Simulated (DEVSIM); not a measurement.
System: Si p+/n-/n+ power diode, at 300 K.

```
layer (left to right)  material  thickness (μm)  Nd (cm⁻³)  Na (cm⁻³)  τn (s)  τp (s)
---------------------  --------  --------------  ---------  ---------  ------  ------
1                            Si            4.70          -     2.1e18  2.9e-7  2.9e-7
2                            Si            4.00     5.6e14          -  2.9e-7  2.9e-7
3                            Si            1.40     3.2e18          -  2.9e-7  2.9e-7
```

Left contact: ohmic. Right contact: ohmic. Voltage is applied to the left contact. Recombination: SRH at mid-gap. Mobility is constant in doping. Where it depends on doping, it is μmin + (μ − μmin)/(1 + (N/Nref)^α).

This is a model device: material constants are rounded textbook-type values typed into the input, and sizes, dopings and lifetimes were drawn at random. Values at 300 K. The table also holds parameters that only a changed run uses.

```csv
parameter,Si
gap (eV),1.124
affinity (eV),4.05
permittivity,11.7
Nc (cm⁻³),2.86e19
Nv (cm⁻³),3.1e19
μn (cm²/Vs),1417
μp (cm²/Vs),470
"μn,min",52
"μp,min",45
"Nref,n",9.7e16
"Nref,p",2.2e17
αn,0.68
αp,0.72
Cn (cm⁶/s),2.8e-31
Cp (cm⁶/s),9.9e-32
```

Simulated with DEVSIM: 1D drift-diffusion, Boltzmann statistics, complete ionisation; no tunnelling, impact ionisation, image-force lowering or self-heating.

Base results: dark forward voltage at 100 A/cm² (V) 0.827; dark forward voltage at 1 A/cm² (V) 0.683; potential step across the device at zero bias (V) 0.998.

Task: What follows from this one change: minority lifetime in layer 2 2.9e-07 → 8.7e-06 s?

Result: dark forward voltage at 100 A/cm² little changed (0.830 V); dark forward voltage at 1 A/cm² 0.683 → 0.708 V; potential step across the device at zero bias little changed (0.998 V).

Task: What follows from this one change: doping Nd of layer 3 3.2e+18 → 9.6e+18 cm^-3?

Result: dark forward voltage at 100 A/cm² 0.827 → 0.835 V; dark forward voltage at 1 A/cm² 0.683 → 0.687 V; potential step across the device at zero bias 0.998 → 1.026 V.

Task: What follows from this one change: doping-dependent mobility in place of the constant one?

Result: dark forward voltage at 100 A/cm² 0.827 → 0.868 V; dark forward voltage at 1 A/cm² 0.683 → 0.700 V; potential step across the device at zero bias little changed (0.998 V).
